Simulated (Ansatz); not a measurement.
The parent structure is CdCu2GeSe4 (space group I-42m, No. 121; a = 5.730 Å, c = 11.024 Å). Axes: x, y, z lie along a, b, c of the conventional cell.

Computed with PBEsol/PAW in Ansatz (a quantum-chemistry and plane-wave program), spin-orbit coupling left out.

Before the change:

The pressure comes out as 0.0 GPa.

It is then changed as follows: the cell is compressed by 3.00 % along x with no lateral relaxation, atoms relaxed at fixed cell.

Task: Predict the new energy relative to the base and pressure.

Result: The energy increases by 5.8 meV/atom; the pressure (mean of the normal stresses, compression positive) goes from zero to 2.2 GPa.

The cells carry an imposed strain or load. Whether these cells are dynamically stable was not tested. The final runs are not spin-polarised. Gaps under 0.05 eV, about the width of the smearing, are given as zero.
